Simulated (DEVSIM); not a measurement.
Structure: Ti/SiO2/p-Ge capacitor, at 300 K.

Layer 1 from the left is SiO2, thickness (nm) 51.0. Layer 2 from the left is Ge, thickness (nm) 1200, Na (cm⁻³) 5.2e16.

Metal gate on the left, work function 4.33 eV. Fixed charge at the semiconductor interface 1.1e11 cm⁻² (in units of +e); interface traps 5.8e11 cm⁻² eV⁻¹, uniform in energy, neutral level at 0.3 of the gap above the valence band.

Constants are typed, rounded textbook-type inputs, not results; the design itself was drawn at random and stands for no fabricated device. Values at 300 K.

SiO2: gap (eV) 9, affinity (eV) 0.9, permittivity 3.9. Ge: gap (eV) 0.664, affinity (eV) 4, permittivity 16, Nc (cm⁻³) 1.04e19, Nv (cm⁻³) 6e18.

Simulated with DEVSIM: 1D Poisson equation in equilibrium, Boltzmann statistics, complete ionisation; no quantum confinement or tunnelling. Metal contacts follow the ideal Schottky-Mott rule: no Fermi-level pinning, no interface dipoles.

Question: What does the simulation give for the minimum of the low-frequency capacitance, the flat-band voltage?

Answer: minimum of the low-frequency capacitance 0.0529 μF/cm²; flat-band voltage -0.58 V.
